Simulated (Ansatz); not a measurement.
**A constructed model of the (100) surface of bcc Fe, ferromagnetic, a pseudomorphic layer of Au in the host's stacking (bottom of the slab: a bare face, its two planes held)**

Level of theory: PBE (plane waves to 420 eV, PAW; Ansatz, a first-principles code).

Slab: 7 atoms, 9.0 Å thick at the start (thin: gaps and levels are the slab's own); k 13x13x1, smearing 0.1 eV, dipole-corrected; 2 atoms held, the rest relaxed; symmetry of the start imposed; spin-polarised, ending with about 15.2 μB a cell; orders that need a larger cell were not tried, no spin-orbit, no U. It is one candidate, not shown to be the stable structure of the face.

The work function of the top face is 4.88 eV. The energy released by relaxation is 0.030 eV, the magnetic moment of the cell comes out as 15.23 μB and the cost comes out as very roughly 2.9 core-minutes.
